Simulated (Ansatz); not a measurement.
**Effect of pressure 9 GPa on MgTe**

The parent structure is MgTe in the wurtzite structure (space group P6_3mc, No. 186; a = 4.609 Å, c = 7.501 Å).

It is then changed as follows: a hydrostatic pressure of 9 GPa.

All numbers come from DFT with PBE, PAW potentials and a 420 eV plane-wave cutoff in Ansatz (a first-principles code), without spin-orbit coupling, earlier PAW set. k-mesh 8×8×5 (Γ-centred); smearing 0.05 eV (Fermi–Dirac).

```json
[
 {"quantity": "volume per atom", "base": "34.49 Å³", "changed": "28.74 Å³", "shift": "-5.75 Å³"},
 {"quantity": "density", "base": "3.66 g/cm³", "changed": "4.39 g/cm³", "shift": "+0.73 g/cm³"},
 {"quantity": "lattice parameter a", "base": "4.609 Å", "changed": "4.339 Å", "shift": "-0.2693 Å"},
 {"quantity": "c/a ratio", "base": "1.628", "changed": "1.625", "shift": "-0.003"},
 {"quantity": "shortest interatomic distance", "base": "2.818 Å", "changed": "2.651 Å", "shift": "-0.1662 Å"},
 {"quantity": "enthalpy H = E + PV relative to the base's energy", "base": "–", "changed": "+1.75 eV/atom", "shift": "–"},
 {"quantity": "band gap (an upper bound: an edge found on the path is not a true extremum; the base alone)", "base": "2.37 eV", "changed": "3.08 eV", "shift": "+0.71 eV"}
]
```

Final structure:

```yaml
crystal:
  lattice:
    - [4.33926, 0.00000, 0.00000]
    - [-2.16963, 3.75791, 0.00000]
    - [0.00000, 0.00000, 7.05061]
  atoms:
    - { symbol: Mg, position: [0.66667, 0.33333, 0.00103] }
    - { symbol: Mg, position: [0.33333, 0.66667, 0.50103] }
    - { symbol: Te, position: [0.66667, 0.33333, 0.62417] }
    - { symbol: Te, position: [0.33333, 0.66667, 0.12417] }
```

Cost of the whole job for the changed cell (relaxation, final SCF and bands): about 60 core-seconds (a rough figure).

With Te present, leaving out spin-orbit coupling can change the band edges. Load acts through the strain it causes; cell and atoms are relaxed under it. Whether these cells are dynamically stable was not tested. Tetrahedral semiconductors of this kind turn to denser phases somewhere between about 1 and 50 GPa; those were not computed, so compressed cells here can lie past the real transition.
